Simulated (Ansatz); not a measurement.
Partial pair distribution functions of a relaxed model of amorphous Zr₂₀O₄₃Sc₂, broadened by 0.06 Å; density 5.19 g/cm³. Computed with PBE, scalar-relativistic without spin-orbit coupling (plane waves to 420 eV, PAW; Ansatz, a program for electronic structure).

Preparation: random packing, a CHGNet melt and quench, and a DFT relaxation. O atoms were pushed apart under 1.9 Å during the dynamics, to hinder bonds among them. The hot cell started wider than the set density and was brought back towards it in steps. It is the lowest in DFT energy of 2 quenches. It is a model cell: composition and starting density were chosen by hand, and all elements were melted together. No dispersion term was used. Its density started from a set value of 5.17 and ended at 5.19 g/cm³. The simulated quench (nominally 300 K/ps over its main leg) is rapid and tends to freeze in more defects than a deposited or slowly cooled glass has. A cell of this size samples the disorder only roughly. Volume and shape were free in the relaxation.

```json
[
 {"r (Å)": "1.75", "g Zr-O": "0.00", "g O-Sc": "0.01", "g Zr-Zr": "0.00", "g O-O": "0.00"},
 {"r (Å)": "1.85", "g Zr-O": "0.13", "g O-Sc": "0.44", "g Zr-Zr": "0.00", "g O-O": "0.00"},
 {"r (Å)": "1.95", "g Zr-O": "2.10", "g O-Sc": "2.86", "g Zr-Zr": "0.00", "g O-O": "0.00"},
 {"r (Å)": "2.05", "g Zr-O": "6.31", "g O-Sc": "4.92", "g Zr-Zr": "0.00", "g O-O": "0.00"},
 {"r (Å)": "2.15", "g Zr-O": "6.49", "g O-Sc": "6.30", "g Zr-Zr": "0.00", "g O-O": "0.00"},
 {"r (Å)": "2.25", "g Zr-O": "3.83", "g O-Sc": "2.78", "g Zr-Zr": "0.00", "g O-O": "0.04"},
 {"r (Å)": "2.35", "g Zr-O": "1.85", "g O-Sc": "0.15", "g Zr-Zr": "0.00", "g O-O": "0.11"},
 {"r (Å)": "2.45", "g Zr-O": "0.49", "g O-Sc": "0.00", "g Zr-Zr": "0.00", "g O-O": "0.58"},
 {"r (Å)": "2.55", "g Zr-O": "0.06", "g O-Sc": "0.00", "g Zr-Zr": "0.00", "g O-O": "1.72"},
 {"r (Å)": "2.65", "g Zr-O": "0.00", "g O-Sc": "0.00", "g Zr-Zr": "0.00", "g O-O": "2.18"},
 {"r (Å)": "2.75", "g Zr-O": "0.06", "g O-Sc": "0.01", "g Zr-Zr": "0.00", "g O-O": "2.63"},
 {"r (Å)": "2.85", "g Zr-O": "0.26", "g O-Sc": "0.34", "g Zr-Zr": "0.00", "g O-O": "2.32"},
 {"r (Å)": "2.95", "g Zr-O": "0.23", "g O-Sc": "0.53", "g Zr-Zr": "0.05", "g O-O": "2.24"},
 {"r (Å)": "3.05", "g Zr-O": "0.14", "g O-Sc": "0.57", "g Zr-Zr": "0.38", "g O-O": "1.96"},
 {"r (Å)": "3.15", "g Zr-O": "0.14", "g O-Sc": "1.25", "g Zr-Zr": "1.08", "g O-O": "1.59"},
 {"r (Å)": "3.25", "g Zr-O": "0.36", "g O-Sc": "1.10", "g Zr-Zr": "2.59", "g O-O": "1.09"},
 {"r (Å)": "3.35", "g Zr-O": "0.38", "g O-Sc": "0.77", "g Zr-Zr": "2.85", "g O-O": "0.81"},
 {"r (Å)": "3.45", "g Zr-O": "0.41", "g O-Sc": "0.19", "g Zr-Zr": "2.23", "g O-O": "0.75"},
 {"r (Å)": "3.55", "g Zr-O": "0.42", "g O-Sc": "0.83", "g Zr-Zr": "1.56", "g O-O": "0.52"},
 {"r (Å)": "3.65", "g Zr-O": "0.70", "g O-Sc": "1.14", "g Zr-Zr": "1.78", "g O-O": "0.52"},
 {"r (Å)": "3.75", "g Zr-O": "0.96", "g O-Sc": "0.51", "g Zr-Zr": "2.41", "g O-O": "0.65"},
 {"r (Å)": "3.85", "g Zr-O": "1.15", "g O-Sc": "0.72", "g Zr-Zr": "2.77", "g O-O": "0.95"},
 {"r (Å)": "3.95", "g Zr-O": "1.26", "g O-Sc": "0.83", "g Zr-Zr": "2.02", "g O-O": "1.09"},
 {"r (Å)": "4.05", "g Zr-O": "1.16", "g O-Sc": "1.31", "g Zr-Zr": "1.36", "g O-O": "1.05"},
 {"r (Å)": "4.15", "g Zr-O": "1.11", "g O-Sc": "0.91", "g Zr-Zr": "1.05", "g O-O": "1.05"},
 {"r (Å)": "4.25", "g Zr-O": "1.15", "g O-Sc": "1.02", "g Zr-Zr": "0.83", "g O-O": "0.79"},
 {"r (Å)": "4.35", "g Zr-O": "1.05", "g O-Sc": "0.95", "g Zr-Zr": "0.46", "g O-O": "0.63"},
 {"r (Å)": "4.45", "g Zr-O": "1.40", "g O-Sc": "2.03", "g Zr-Zr": "0.43", "g O-O": "0.60"},
 {"r (Å)": "4.55", "g Zr-O": "1.73", "g O-Sc": "2.95", "g Zr-Zr": "0.38", "g O-O": "0.56"}
]
```

Within 2.60 Å each Zr has 6.35 O neighbours on average.
